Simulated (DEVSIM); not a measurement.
System: Co/SiO2/p-Si capacitor, at 400 K.

| layer (left to right) | material | thickness (nm) | Na (cm⁻³) |
|---|---|---|---|
| 1 | SiO2 | 8.10 | - |
| 2 | Si | 13000 | 1.9e15 |

Metal gate on the left, work function 5 eV. Fixed charge at the semiconductor interface 1.1e10 cm⁻² (in units of +e); no interface traps.

The device is made up for the run: typed textbook-type constants, with dimensions and the other settings drawn at random. Values at 300 K; Nc and Nv go as T^1.5, mobilities as T to minus their exponent, the gap by Varshni's rule with the affinity fixed.

```
parameter         SiO2        Si
----------------  ----  --------
gap (eV)             9     1.124
affinity (eV)      0.9      4.05
permittivity       3.9      11.7
Nc (cm⁻³)            -   2.86e19
Nv (cm⁻³)            -    3.1e19
Varshni α (eV/K)     -  0.000473
Varshni β (K)        -       636
```

DEVSIM, 1D Poisson equation in equilibrium, Boltzmann statistics, complete ionisation; no quantum confinement or tunnelling. Metal contacts follow the ideal Schottky-Mott rule: no Fermi-level pinning, no interface dipoles.

**Question.** Give the band bending (positive: bands bend down) and minority sheet density.

**Answer.** 
| Vg (V) | ψs (V) | minority carriers (cm⁻²) |
|---|---|---|
| -1.9 | -0.349 | < 1e8 |
| -1.6 | -0.337 | < 1e8 |
| -1.3 | -0.322 | < 1e8 |
| -1 | -0.303 | < 1e8 |
| -0.7 | -0.278 | < 1e8 |
| -0.4 | -0.241 | < 1e8 |
| -0.1 | -0.171 | < 1e8 |
| 0.2 | 0.001 | < 1e8 |
| 0.5 | 0.273 | 1.7e8 |
| 0.8 | 0.524 | 9.9e10 |
| 1.1 | 0.623 | 6.3e11 |
| 1.4 | 0.668 | 1.3e12 |
| 1.7 | 0.697 | 2.0e12 |
| 2 | 0.717 | 2.8e12 |
| 2.3 | 0.733 | 3.5e12 |
| 2.6 | 0.746 | 4.3e12 |
